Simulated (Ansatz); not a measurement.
Start from BeS in the zinc blende structure (space group F-43m, No. 216; a = 4.7964 Å). Axes: x, y, z lie along the cube axes.

Calculations: Kohn–Sham DFT with the LDA functional, run in Ansatz (a first-principles code) with PAW and 420 eV plane waves, no spin-orbit coupling.

Base values:

| Quantity | Result |
|---|---|
| Valence-band top at Γ | 0.00, 0.00, 0.00 eV |
| Band gap | 2.82 eV |

Now apply this change: compressive biaxial strain of 0.42 % in the plane normal to [111], as in epitaxy on a mismatched substrate; the out-of-plane cell vector and the atoms relax.

Problem. Predict the new valence-band top at Γ, energy relative to the base and band gap.

Solution. The valence-band top at Γ (three highest levels, from the VBM) becomes 0.00, 0.00, -0.05 eV (base: 0.00, 0.00, 0.00 eV); the energy goes up by 0.4 meV/atom; the band gap decreases by 0.03 eV, from 2.82 eV to 2.79 eV.

Whether these cells are dynamically stable was not tested.
